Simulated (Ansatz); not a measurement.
## Variants of one calculation on Cs3TaS4 (Pnma, 32 atoms in the cell)

```xyz
32
Lattice="9.9622 0.0000 0.0000 0.0000 11.5553 0.0000 0.0000 0.0000 9.9824" Properties=species:S:1:pos:R:3 pbc="T T T"
Cs     0.4673     6.2421     2.9069
Cs     4.5138     5.3132     7.8980
Cs     5.4484    11.0909     2.0843
Cs     9.4948     0.4644     7.0755
Cs     9.4948     5.3132     7.0755
Cs     5.4484     6.2421     2.0843
Cs     4.5138     0.4644     7.8980
Cs     0.4673    11.0909     2.9069
Cs     1.4934     2.8888     0.8551
Cs     3.4877     8.6665     5.8463
Cs     6.4745     2.8888     4.1361
Cs     8.4687     8.6665     9.1273
Ta     2.2136     2.8888     5.1562
Ta     2.7674     8.6665     0.1650
Ta     7.1947     2.8888     9.8173
Ta     7.7485     8.6665     4.8262
S      3.3077     0.9980     4.5081
S      1.6733    10.5573     9.4993
S      8.2888     4.7796     0.4830
S      6.6544     6.7757     5.4742
S      6.6544    10.5573     5.4742
S      8.2888     0.9980     0.4830
S      1.6733     6.7757     9.4993
S      3.3077     4.7796     4.5081
S      0.1007     2.8888     4.2808
S      4.8804     8.6665     9.2720
S      5.0818     2.8888     0.7103
S      9.8614     8.6665     5.7015
S      2.0640     2.8888     7.4331
S      2.9171     8.6665     2.4419
S      7.0450     2.8888     7.5405
S      7.8982     8.6665     2.5493
```

Base run A: PBEsol, default PAW files made with PBE in Ansatz (a quantum-chemistry and plane-wave program), self-consistent single point.

Its settings: basis.ecutwfc = 420 eV; kpoints.mp_grid.grid = 2 1 2; hamiltonian.xc = pbesol; hamiltonian.pseudopotentials = {kind: paw} (the program's default PAW files); scf.occupations.method = fermi_dirac; scf.occupations.width = 0.1 eV.

The starting cell comes from a database of published, mostly measured structures (it also holds non-ambient and calculated ones), without a prior relaxation at this level. Its lattice was rescaled by a random factor within 2.5 % of one. Spin-orbit coupling is off. Ansatz's pressure includes its estimate of the finite-basis (Pulay) stress.

ΔF is the free energy per atom less that of run A. A dash stands where there is no value to compare (another energy zero or no entropy term, no result, no spin, no clean gap, or a mesh too coarse for one). Total energies depend on the potentials, the functional and any Hubbard or dispersion term, so they are compared only between runs that share all of them.

| run | change | ΔF (meV/atom) | pressure (GPa) | largest force (eV/Å) | gap on the mesh (eV) |
|---|---|---|---|---|---|
| A | base | 0.00 | -0.72 | 0.173 | 2.886 |
| B | hamiltonian.dispersion: default → d3bj [PBEsol-D3BJ] | – | -1.82 | 0.165 | 2.886 |
| C | scf.convergence.dr2_threshold: default (1e-07 eV) → 0.0001 eV | 0.00 | -0.72 | 0.173 | 2.886 |
| D | scf.mixing.preconditioner: default (the program chose Resta) → none | 0.00 | -0.72 | 0.173 | 2.886 |
| E | scf.eigensolver.kind: default (the program chose band_cg) → davidson | 0.00 | -0.72 | 0.173 | 2.886 |
| F | scf.mixing.algorithm: default (the program chose MSR1) → broyden | 0.00 | -0.72 | 0.173 | 2.886 |

Run B against A: The pressure goes from -0.72 to -1.82 GPa, the largest force goes from 0.173 to 0.165 eV/Å and the gap on the mesh stays at 2.886 eV.

Run C against A: The free energy is nearly the same (within 1 meV/atom), the pressure stays at -0.72 GPa, the largest force stays at 0.173 eV/Å and the gap on the mesh stays at 2.886 eV.

Keys are those of Ansatz 0.2.
